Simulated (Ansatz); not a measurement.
**Input and output of a self-consistent single point for CaSi2Rh2 (I4/mmm, 5 atoms in the cell) (Ansatz, a program for electronic structure)**

Method of the run: LDA (PW92), default PAW files made with PBE (plane waves; Ansatz).

Input as run:

Ansatz 0.2 input:
```yaml
crystal:
  lattice:
    - [-2.051014, 2.051014, 5.019538]
    - [2.051014, -2.051014, 5.019538]
    - [2.051014, 2.051014, -5.019538]
  atoms:
    - { symbol: Ca, position_ang: [0.000000, 0.000000, 0.000000] }
    - { symbol: Si, position_ang: [0.000000, -0.000000, 6.298416] }
    - { symbol: Si, position_ang: [0.000000, -0.000000, 3.740660] }
    - { symbol: Rh, position_ang: [0.000000, 2.051014, 2.509769] }
    - { symbol: Rh, position_ang: [2.051014, 0.000000, 2.509769] }
basis:
  ecutwfc: 420.0 eV
kpoints:
  mp_grid: { grid: [11, 11, 11] }
hamiltonian:
  xc: lda
  pseudopotentials: { kind: paw }
scf:
  occupations: { method: gaussian, width: 0.1 eV }
output:
  forces: true
  eigenvalues: true
  stress: true
```

Output, abridged:

```
WARN ansatz: RAYON_NUM_THREADS=1 ignored (pool sized by the plan → 1); use --threads N
Pseudopotentials: kind: paw
Pseudopotential: Ca, paw, valence charge 10
Pseudopotential: Si, paw, valence charge 4
Pseudopotential: Rh, paw, valence charge 17
Crystal: 5 atoms, lattice volume = 84.462 Å³
Basis set: ecut = 420 eV, 1677 PW (Γ)
Bands: 32, of which v1, the nominal top of the filled ones, is band 26 counted from 1 (25 counted from 0)
Symmetry: 16 space group operations
Space group: I4/mmm (ITA 139), of the structure as read, at distance tolerance 4.4e-5 Å
k-points: 126 of 1331
PAW frozen core: Ca, regenerated for the run's functional, and the local potential with it
PAW frozen core: Si, regenerated for the run's functional, and the local potential with it
PAW frozen core: Rh, regenerated for the run's functional, and the local potential with it
Initial density: superposition of atomic densities (neutral atoms: chi_scale 0, normalization atom), corrected by the library's trained network
Initial wavefunctions: pseudopotential atomic-orbital guess
Eigensolver: davidson
Functional: x = slater, c = lda
SCF iter   1: F=—  HF=-15552.318938 eV  |F-HF|=—  |Δ(HF+E_count)|=         —  Δρ=7.04e-3  dr2=3.84e-2  ethr=1.77e-3  ⟨swp⟩=7.1  Hψ=18581  notcnv=0
all-band conjugate gradients solve this SCF's bands
preconditioner: auto → Kerker (q_TF=auto, 2.516 Å⁻¹)
SCF iter   2: F=—  HF=-15552.314094 eV  |F-HF|=—  |Δ(HF+E_count)|=   4.84e-3  Δρ=3.72e-3  dr2=1.25e-2  ethr=7.39e-5  ⟨swp⟩=1.0  Hψ=5042  notcnv=0  defer=2
SCF iter   3: F=—  HF=-15552.312101 eV  |F-HF|=—  |Δ(HF+E_count)|=   1.99e-3  Δρ=8.47e-4  dr2=6.53e-4  ethr=2.40e-5  ⟨swp⟩=2.0  Hψ=4991  notcnv=0  defer=2
SCF iter   4: F=—  HF=-15552.311973 eV  |F-HF|=—  |Δ(HF+E_count)|=   1.28e-4  Δρ=3.56e-4  dr2=2.38e-4  ethr=1.25e-6  ⟨swp⟩=2.0  Hψ=5452  notcnv=0  defer=2
SCF iter   5: F=—  HF=-15552.311930 eV  |F-HF|=—  |Δ(HF+E_count)|=   4.34e-5  Δρ=8.76e-5  dr2=1.77e-5  ethr=4.57e-7  ⟨swp⟩=2.2  Hψ=4789  notcnv=0  defer=2
SCF iter   6: F=—  HF=-15552.311928 eV  |F-HF|=—  |Δ(HF+E_count)|=   2.09e-6  Δρ=2.17e-5  dr2=8.77e-7  ethr=3.40e-8  ⟨swp⟩=2.0  Hψ=5380  notcnv=0  defer=2
SCF iter   7: F=-15552.311928 eV  HF=-15552.311928 eV  |F-HF|=1.81e-8  |Δ(HF+E_count)|=   2.17e-7  Δρ=5.12e-6  dr2=3.17e-8  ethr=1.92e-10  ⟨swp⟩=7.5  Hψ=19100  notcnv=0
SCF 1 converged in 7 iterations: F = -15552.311928 eV  dr2 = 3.17e-8
SCF converged after 7 iterations
Free energy (F): -15552.311928 eV
Harris-Foulkes:  -15552.311928 eV  (|F-HF|=1.81e-8)
Internal energy: -15552.304777 eV  (E = F + TS)
E sigma→0 (E₀):  -15552.308352 eV
Entropy (-TS):   -0.007151 eV (-1.430 meV/atom)
Fermi energy:    12.981866 eV
--- Per-component energies (eV) ---
  E_band       = -513.536467
  E_kinetic    = 1513.530820
  E_local      = -5853.978752  (includes V_loc(G=0)·N_el)
  E_nonlocal   = 840.081527
  E_hartree    = 2216.846199
  E_xc         = -689.829268
  E_vxc        = -825.525827  (∫ρ·V_xc dr)
  E_paw        = -8716.904729  (= ΣΔE_a)
  E_vpaw       = -621.345064  (= ΣTr[D̂ρ^β])
  E_aug_tail   = 0.001545  (compensation charges beyond the density's cutoff)
  E_ewald      = -4863.748911
  E_core_change = 1.696792  (= ΣΔE_core)
  E_smearing   = -0.007151  (= −TS)
  E_closure    = -0.000000  (closes the sum)
  Σ components = -15552.311928   (vs F -15552.311928, Δ=0.00e0)
--- Forces (eV/Å), atoms counted from 1 ---
  atom   1  Ca    -0.00000000     0.00000000     0.00000000
  atom   2  Si     0.00000000     0.00000000     0.29931823
  atom   3  Si     0.00000000     0.00000000    -0.29931823
  atom   4  Rh     0.00000000     0.00000000     0.00000000
  atom   5  Rh     0.00000000    -0.00000000     0.00000000
  max |Σ_I F_I| component: 5.55e-17 eV/Å
--- Stress (GPa, compression-positive) ---
       -8.568738      -0.000000       0.000000
       -0.000000      -8.568738      -0.000000
        0.000000       0.000000      -6.880733
  P = ⅓ Tr σ = -8.0061 GPa (-80.061 kbar)
  The stress holds the Pulay correction. Without it, at fixed plane waves, as pw.x and ABINIT print it: P = -8.0561 GPa
--- Band table (eV; the first three rows and the last of 126) ---
  k-point 0: bands = ["-65.5335", "-65.5043", "-33.6493", "-33.6493", "-33.4787", "-33.4787", "-33.4166", "-33.3778", "-27.1449", "-8.4495", "-8.4495", "-8.4028", "2.5305", "5.2509", "7.1482", "8.3991", "8.4292", "8.4292", "9.9316", "10.5114", [...]
  k-point 1: bands = ["-65.5323", "-65.5054", "-33.6512", "-33.6346", "-33.4942", "-33.4774", "-33.4150", "-33.3793", "-27.1443", "-8.4552", "-8.4537", "-8.4019", "2.6624", "5.3038", "7.2741", "8.2239", "8.5216", "8.5890", "9.6460", "10.3924", [...]
  k-point 2: bands = ["-65.5292", "-65.5085", "-33.6560", "-33.5950", "-33.5358", "-33.4738", "-33.4107", "-33.3832", "-27.1429", "-8.4695", "-8.4648", "-8.3995", "3.0222", "5.4414", "7.5026", "8.0736", "8.7795", "8.8770", "9.3213", "9.7925", [...]
  k-point 125: bands = ["-65.5329", "-65.5049", "-33.6462", "-33.6459", "-33.4824", "-33.4822", "-33.4162", "-33.3785", "-27.1438", "-8.4539", "-8.4477", "-8.4129", "3.7147", "3.7925", "7.2685", "8.4147", "8.5119", "8.6065", "9.3650", "10.0283", [...]
```

The run converged in 7 iterations.

The starting cell comes from a database of computed structures (which also holds hypothetical and non-ambient phases and stackings), without a prior relaxation at this level. Its lattice was rescaled by up to half a per cent. Spin polarisation is off. With a pressure of about -8 GPa the cell is away from its equilibrium volume at this level. Ansatz's pressure includes its estimate of the finite-basis (Pulay) stress.
